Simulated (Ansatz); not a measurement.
```xyz
16
Lattice="-0.0008 4.4446 4.4500 4.4446 -0.0008 4.4500 4.4438 4.4438 0.0000" Properties=species:S:1:pos:R:3 pbc="T T T"
Ta     0.0000     0.0000     0.0000
Ta     2.2219     2.2219     0.0000
Hf     2.2223    -0.0004     2.2250
Hf     4.4442     2.2215     2.2250
Ta    -0.0004     2.2223     2.2250
Ta     2.2215     4.4442     2.2250
Ta     2.2219     2.2219     4.4500
Ta     4.4438     4.4438     4.4500
N      2.2126     2.2311     2.2250
N      4.4345     4.4530     2.2250
N      4.4442     2.2215     4.4614
N      6.6661     4.4434     4.4614
N      2.2215     4.4442     4.4387
N      4.4434     6.6661     4.4387
N      4.4530     4.4345     6.6751
N      6.6749     6.6564     6.6751
```

The mixing enthalpy is taken against the end members in the rock salt type (which need not be the stable form of TaN), relaxed in the same cell and mesh, with TaN held in the symmetric form, which may not be a minimum.

Method: PBE (plane waves to 420 eV, PAW; Ansatz, an electronic-structure program). Scalar-relativistic, without spin–orbit coupling; the runs are not spin-polarised. Its k-point mesh 5×5×5, Fermi–Dirac width 0.05 eV.

Give the composition and order of this alloy cell, and its volume, bond lengths and mixing enthalpy.

A 16-atom cell of (Hf,Ta)N started in the rock salt structure, site fractions Hf 0.250, Ta 0.750, short-range order -0.11 in the first shell of the mixed sites (0 is random, a negative value favours unlike neighbours), space group Cmmm at the end, an ordered arrangement that its symmetry holds.
* **volume per atom**: 10.99 Å³
* **N–Ta bonds**: 2.220 Å on average, from 2.213 to 2.225 (36)
* **Hf–N bonds**: 2.233 Å on average, from 2.232 to 2.236 (12)
* **mixing enthalpy per site of the mixed sublattice**: -23 meV
* **departure of the mean lattice parameter from Vegard's line**: under 0.15 %, inside the noise of the relaxations
